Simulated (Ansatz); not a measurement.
Consider interstitial Na in diamond, charge state +1. Calculation: PBE, PAW (plane waves to 420 eV; Ansatz, a program for electronic structure).

64-site cell at the relaxed PBE lattice, a 2×2×2 k-point mesh shifted by half a step, smearing 0.01 eV, spin-restricted, no finite-size correction. No zero-point or tunnelling terms. The host's phase is taken as given; its stability against other phases was not computed. The charge state is imposed; whether it is stable for some Fermi level was not computed. Sites that were not tried may lie lower.

Barriers: single points on a 3×3×3 k-point mesh shifted by half a step at the bands' geometries.

The step: a direct jump of one Na atom; the atom moves 1.55 Å along (0.25, -0.25, -0.25) of the unit cell; the moving atom starts with neighbours 4 C at 1.73, 6 C at 1.91 Å and ends with 4 C at 1.73, 6 C at 1.91 Å.

**Question.** What migration barrier of this step does PBE, PAW give?

**Answer.** 2.01 eV, the same both ways. At the saddle the moving atom has neighbours 6 C at 1.74 Å. The program found a first-order saddle point.
